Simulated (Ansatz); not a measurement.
Consider MgSe in the rock salt structure (space group Fm-3m, No. 225; a = 5.450 Å). Axes: x, y, z lie along the cube axes.

Method: Ansatz (an electronic-structure program), PBEsol, PAW, cutoff 420 eV, spin-orbit coupling left out.

Base values:

- Band gap = 1.78 eV

Perturbation: tensile biaxial strain of 0.83 % in the plane normal to [111], as in epitaxy on a mismatched substrate; the out-of-plane cell vector and the atoms relax.

Estimate the effect on the band gap.

The band gap decreases by 0.102 eV to 1.67 eV.

Estimate the effect on the energy relative to the base.

The energy rises by 1.2 meV/atom.

Whether these cells are dynamically stable was not tested.
